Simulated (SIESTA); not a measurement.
Worked example: self-consistent single point of Sn (Fd-3m, 2 atoms in the cell) in SIESTA.

Level of theory: LDA PW92, numerical atomic orbitals DZP, PseudoDojo LDA standard norm-conserving potentials (rewritten from UPF to PSML) run with SIESTA.

```
Sn
1.0
    0.00000     3.24450     3.24450
    3.24450     0.00000     3.24450
    3.24450     3.24450     0.00000
Sn
2
Direct
  0.00000   0.00000   0.00000
  0.25000   0.25000   0.25000
```

Reference input (self-consistent single point, DFT, GGA PBE, numerical atomic orbitals DZP, PseudoDojo PBE standard norm-conserving potentials (rewritten from UPF to PSML)): XC.functional = GGA; XC.authors = PBE; potentials = PseudoDojo PBE standard; PAO.BasisSize = DZP; PAO.EnergyShift = 0.005 Ry; MeshCutoff = 350 Ry; kgrid.MonkhorstPack = 9 9 9; OccupationFunction = FD; ElectronicTemperature = 50 meV; MaxSCFIterations = 150; SCF.Mixer.Method = Broyden; SCF.Mixer.Weight = 0.2. This run's input differs from it in these lines:

```diff
@@ -1,2 +1,2 @@
-# files in the folder: Sn.psml (PseudoDojo PBE standard)
+# files in the folder: Sn.psml (PseudoDojo LDA standard)
 SystemName  Sn
@@ -21,4 +21,4 @@
 
-XC.functional                GGA
-XC.authors                   PBE
+XC.functional                LDA
+XC.authors                   PW92
 PAO.BasisSize                DZP
```

Output, abridged:

```
        iscf     Eharris(eV)        E_KS(eV)     FreeEng(eV)     dDmax    Ef(eV) dHmax(eV)
   scf:    1    -4274.322250    -4275.244173    -4275.246120  0.780777 -4.144646  1.770573
   scf:    2    -4275.330492    -4275.288369    -4275.290426  0.047124 -4.186088  1.266903
   scf:    3    -4275.369388    -4275.334684    -4275.337041  0.108540 -4.277272  0.042486
   scf:    4    -4275.335096    -4275.334896    -4275.337296  0.002466 -4.269563  0.029553
   scf:    5    -4275.335014    -4275.334964    -4275.337431  0.003168 -4.251689  0.002835
   scf:    6    -4275.334961    -4275.334963    -4275.337432  0.000381 -4.250905  0.000129
   scf:    7    -4275.334962    -4275.334962    -4275.337432  0.000015 -4.250903  0.000101
   scf:    8    -4275.334962    -4275.334962    -4275.337432  0.000008 -4.250909  0.000080
SCF Convergence by DM+H criterion
max |DM_out - DM_in|         :     0.0000077598
max |H_out - H_in|      (eV) :     0.0000802774
SCF cycle converged after 8 iterations

Using DM_out to compute the final energy and forces

siesta: E_KS(eV) =            -4275.3350

siesta: E_KS - E_eggbox =     -4275.3350

siesta: Atomic forces (eV/Ang):
     1    0.000000   -0.000000   -0.000000
     2   -0.000000    0.000000    0.000000
   Tot    0.000000    0.000000    0.000000
   Max    0.000000
   Res    0.000000    sqrt( Sum f_i^2 / 3N )
   Max    0.000000    constrained

Stress tensor Voigt[x,y,z,yz,xz,xy] (kbar):        0.63        0.63        0.63       -0.00       -0.00       -0.00
(Free)E + p*V (eV/cell)    -4275.3645
Target enthalpy (eV/cell)    -4275.3374

siesta: Program's energy decomposition (eV):
siesta: FreeEng =     -4275.337432

   [... lines left out ...]
siesta: Cell volume =         68.308277 Ang**3
siesta:          -0.63448250         -0.63448250  kBar
   [... lines left out ...]

              0.092   0.091
   2 14.000   1.363   0.151   0.264   0.264   0.264   0.413   0.413   0.413
              1.999   1.999   2.001   1.999   2.001   0.092   0.092   0.091

              0.092   0.091

mulliken: Qtot =       28.000

Mulliken Atomic Populations:
Atom #   charge [q] valence [e]  Species
     1    -0.000000   14.000000  Sn
     2     0.000000   14.000000  Sn
 Total     0.000000
```

The run converged in 8 iterations. Against the reference run the pressure goes from 3.53 to -0.06 GPa.

The starting cell has typed, rounded lattice constants, without a prior relaxation at this level. Values carry the incompleteness of an atom-centred basis.

Cost on one core of a shared machine: roughly 40 s.
